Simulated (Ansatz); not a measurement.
Partial pair distribution functions of a relaxed model of amorphous Hf₂₇O₅₁, broadened by 0.06 Å; density 9.39 g/cm³. All values below come from PBE, scalar-relativistic without spin-orbit coupling (plane waves to 420 eV, PAW; Ansatz, an electronic-structure program). The usual formal charges leave 6 electrons over, so the level spacing at the Fermi energy parts defect or band states and needn't be the band gap.

It comes from a melt-quench run on a machine-learned potential (CHGNet), relaxed afterwards by DFT. O atoms were pushed apart under 1.9 Å during the dynamics, to hinder bonds among them. The hot cell started wider than the set density and was brought back towards it in steps. It is the lowest in DFT energy of 4 quenches. It is a model cell: composition and starting density were chosen by hand, and all elements were melted together. No dispersion term was used. Its density started from a set value of 9.39 and ended at 9.39 g/cm³. The simulated quench (nominally 73 K/ps over its main leg) is rapid and tends to freeze in more defects than a deposited or slowly cooled glass has. Values belong to this one cell and scatter from quench to quench. The volume was held where the preparation left it and the shape relaxed, at a PBE pressure of 0.4 GPa. On a 2×2×2 Γ-centred mesh force components of up to 0.15 eV/Å stay, since the relaxation ran on the zone centre alone.

| r (Å) | g Hf-O | g Hf-Hf | g O-O |
|---|---|---|---|
| 1.75 | 0.01 | 0.00 | 0.00 |
| 1.85 | 0.23 | 0.00 | 0.00 |
| 1.95 | 2.32 | 0.00 | 0.00 |
| 2.05 | 6.58 | 0.00 | 0.00 |
| 2.15 | 6.78 | 0.00 | 0.00 |
| 2.25 | 3.07 | 0.00 | 0.00 |
| 2.35 | 0.77 | 0.00 | 0.03 |
| 2.45 | 0.38 | 0.00 | 0.38 |
| 2.55 | 0.24 | 0.00 | 1.40 |
| 2.65 | 0.08 | 0.00 | 2.34 |
| 2.75 | 0.09 | 0.00 | 2.67 |
| 2.85 | 0.10 | 0.00 | 2.89 |
| 2.95 | 0.13 | 0.01 | 2.36 |
| 3.05 | 0.18 | 0.40 | 1.97 |
| 3.15 | 0.32 | 1.82 | 1.66 |
| 3.25 | 0.35 | 2.73 | 1.06 |
| 3.35 | 0.54 | 2.75 | 1.03 |
| 3.45 | 0.49 | 2.07 | 0.73 |
| 3.55 | 0.65 | 1.92 | 0.44 |
| 3.65 | 0.92 | 1.84 | 0.49 |
| 3.75 | 1.11 | 2.04 | 0.59 |
| 3.85 | 1.18 | 2.05 | 0.57 |
| 3.95 | 1.19 | 2.09 | 0.74 |
| 4.05 | 1.24 | 1.39 | 1.01 |
| 4.15 | 1.20 | 0.88 | 1.01 |
| 4.25 | 1.39 | 0.53 | 0.93 |
| 4.35 | 1.45 | 0.74 | 0.74 |
| 4.45 | 1.28 | 0.85 | 0.71 |
| 4.55 | 1.27 | 0.58 | 0.62 |
| 4.65 | 1.47 | 0.43 | 0.65 |
| 4.75 | 1.37 | 0.43 | 0.81 |
| 4.85 | 1.22 | 0.50 | 0.92 |

Within 2.64 Å each Hf has 5.96 O neighbours on average.
